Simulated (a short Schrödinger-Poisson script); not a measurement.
System: MOS inversion layer, SiO2 on p-type Si(100), at 300 K.

| layer | material | thickness (nm) | Na (cm⁻³) |
|---|---|---|---|
| 1 | SiO2 | 3 | - |
| 2 | Si | 310 | 1.9e18 |

Constants are typed, rounded textbook-type inputs, not results; the design itself was drawn at random and stands for no fabricated device. SiO2: permittivity 3.9, conduction-band edge (eV) 3.15, gap (eV) 9, electron mass (mₑ) 0.5. Si: permittivity 11.7, conduction-band edge (eV) 0, gap (eV) 1.124, Nv at 300 K (cm⁻³) 3.1e19.

Channel valleys (confinement mass, in-plane density-of-states mass, number): Δ2 0.916, 0.19, 2; Δ4 0.19, 0.417, 4. At the gate the conduction-band edge of layer 1 lies 3.36 eV − eVg above the Fermi level of the channel; the field vanishes at the back. Gaps are held at their typed values at every temperature. Mesh 0.03 nm at interfaces.

Solved with a short Schrödinger-Poisson script written for these runs: 1D Poisson equation in equilibrium, electrons quantum, Hartree (BenDaniel-Duke, 12 states a valley, the channel's in-plane mass for all, wave functions ending at the dielectric), parabolic valleys, classical holes, full ionisation, no traps, pinning or gate leakage.

The same stack at other levels of the model or other numerical settings:

```tsv
run	sheet density of all electrons at Vg = 2.4 V (cm⁻²)	sheet density of all electrons at Vg = 1.2 V (cm⁻²)	capacitance at Vg = 2.4 V (μF/cm²)	centroid of the channel electrons at Vg = 2.4 V (nm)	rough cost against the base
base	8.19e12	9.38e11	1.02	1.16	about 1
electrons treated as classical, Boltzmann	1.00e13	1.88e12	1.12	0.25	0.03
electrons treated as classical, Fermi-Dirac	9.59e12	1.80e12	1.08	0.40	0.2
mesh six times as coarse	8.20e12	9.40e11	1.02	1.16	0.2
one subband a valley	8.18e12	9.35e11	1.02	1.15	0.5
```

The classical rows ignore confinement, and Boltzmann statistics overrate the density once the band edge passes the Fermi level.
